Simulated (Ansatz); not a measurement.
AlP: carrier doping

Start from AlP in the zinc blende structure (space group F-43m, No. 216; a = 5.5073 Å).

Carriers are added at fixed cell with a uniform background; the Fermi–Dirac width is that of 300 K.

Method: plane-wave PAW DFT at the PBE level (Ansatz, a quantum-chemistry and plane-wave program, 420 eV), without spin-orbit coupling, earlier PAW set.

Notes on the quantities. Fermi level from band edge: Fermi level relative to the doped band's edge (positive inside the band; to 0.05 eV).

| hole density (10^21 cm⁻³) | Fermi level from band edge (eV) |
|---|---|
| 0.7 | 0.10 |
| 1.5 | ? |
| 2 | 0.25 |
| 5 | 0.40 |

Q: Fit E_F = C n^s, fitted as a line in log–log form (a parabolic band gives s = 2/3) to the rows shown and predict the withheld row.

A: Least squares on the printed values gives C = 0.14 eV, s = 0.71 (largest residual 0.03 eV); this predicts 0.18 eV, and the run gives 0.20 eV, in agreement.

Charged cell with a jellium background: band edges are those of the host's band count, energies are not comparable with the neutral cell, and many-body gap narrowing is missing. Whether these cells are dynamically stable was not tested.
